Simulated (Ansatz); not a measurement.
# Several settings converged on ScCrC₂ (P3m1, 8 atoms in the cell)

```
CELL_PARAMETERS angstrom
      3.25612     0.00000     0.00000
     -1.62806     2.81988     0.00000
      0.00000     0.00000     9.03793
ATOMIC_POSITIONS crystal
  Sc 0.00000 0.00000 0.50553
  Sc 0.00000 0.00000 0.00000
  Cr 0.33333 0.66667 0.25000
  Cr 0.66667 0.33333 0.75000
  C  0.33333 0.66667 0.83426
  C  0.66667 0.33333 0.16574
  C  0.66667 0.33333 0.33426
  C  0.33333 0.66667 0.66574
```

Base method: PBEsol, default PAW files made with PBE (plane waves; Ansatz, a first-principles code).

Base settings: basis.ecutwfc = 420 eV; kpoints.mp_grid.grid = 12 12 4; hamiltonian.xc = pbesol; hamiltonian.pseudopotentials = {kind: paw} (the program's default PAW files); scf.occupations.method = fermi_dirac; scf.occupations.width = 0.1 eV.

The count of work is k-points × plane waves × bands × iterations; it is no time. Core times come from one kind of shared machine, to one figure; runs under 30 s give none.

**The k-point mesh at a smearing width of 0.02 eV**

In this ladder: scf.occupations.width = 0.02 eV.

Only quantities that move along the ladder and can be compared are tabulated.

```csv
kpoints.mp_grid.grid,free energy less the last step's (meV/atom),pressure (GPa),largest difference of a force vector from the last step's (eV/Å),count of work / last
4 4 2,-11.40,-7.41,0.375,0.012
5 5 2,15.07,-6.97,0.147,0.015
6 6 2,-6.27,-7.42,0.065,0.021
7 7 3,5.99,-7.10,0.118,0.027
9 9 3,-0.37,-7.20,0.096,0.047
13 13 4,0.26,-7.34,0.059,0.12
19 19 6,0.11,-7.24,0.064,0.33
28 28 9,0.00,-7.30,0.000,1.0
```

Coarsest kpoints.mp_grid.grid that holds the free energy within 5 meV/atom of the last step, with all finer ones: 9 9 3, at 0.047 of the last step's count of work; the step before is off by 6.0 meV/atom.

Coarsest kpoints.mp_grid.grid that holds the pressure within 0.1 GPa: not settled: the last two steps still differ by 0.06 GPa, over half the tolerance, so the ladder does not show it.

Coarsest kpoints.mp_grid.grid that holds the forces within 0.02 eV/Å: not settled: the last two steps still differ by 0.064 eV/Å, over half the tolerance, so the ladder does not show it.

**The width of Fermi-Dirac smearing**

In this ladder: kpoints.mp_grid.grid = 20 20 7.

Narrow widths need finer meshes than wide ones, so the last steps can hold mesh noise.

Only quantities that move along the ladder and can be compared are tabulated; pressure and forces are left out, as mesh noise rules them at narrow widths.

| scf.occupations.width | free energy less the last step's (meV/atom) | energy extrapolated to zero width less the last step's (meV/atom) | core time / last (rough) |
|---|---|---|---|
| 1 eV | -846.73 | 5.41 | 1 |
| 0.5 eV | -207.08 | 2.60 | 1.0 |
| 0.3 eV | -71.87 | 1.88 | 0.8 |
| 0.2 eV | -30.07 | 0.89 | 1 |
| 0.1 eV | -5.87 | -0.08 | 0.9 |
| 0.05 eV | 0.00 | 0.00 | 1 |

Widest scf.occupations.width that holds the energy extrapolated to zero width within 1 meV/atom of the last step, with all finer ones: 0.2 eV; the step before is off by 1.9 meV/atom.

Widest scf.occupations.width that holds the free energy within 5 meV/atom: not settled: the last two steps still differ by 5.9 meV/atom, over half the tolerance, so the ladder does not show it.

The extrapolation to zero width removes most of the smearing's effect on the energy.

**The width of cold smearing**

In this ladder: kpoints.mp_grid.grid = 20 20 7; scf.occupations.method = cold.

Narrow widths need finer meshes than wide ones, so the last steps can hold mesh noise.

Only quantities that move along the ladder and can be compared are tabulated; pressure and forces are left out, as mesh noise rules them at narrow widths.

```tsv
scf.occupations.width	free energy less the last step's (meV/atom)	core time / last (rough)
1 eV	-15.39	1.0
0.5 eV	-2.47	0.9
0.3 eV	-0.63	1.0
0.2 eV	-0.37	1
0.1 eV	0.00	1
```

Widest scf.occupations.width that holds the free energy within 5 meV/atom of the last step, with all finer ones: 0.5 eV; the step before is off by 15 meV/atom.

On the base run: the starting cell comes from a database of computed structures (which also holds hypothetical and non-ambient phases and stackings), without a prior relaxation at this level. Its lattice was rescaled by up to half a per cent. One atom was moved a little off its site on purpose. Spin polarisation is off. In the base run, with a pressure of about -7 GPa the cell is away from its equilibrium volume at this level. Ansatz's pressure includes its estimate of the finite-basis (Pulay) stress.

Left out of this page: 4 runs of the series outside the window shown, repeating another row's setting, or not comparable.

Keys are those of Ansatz 0.2.
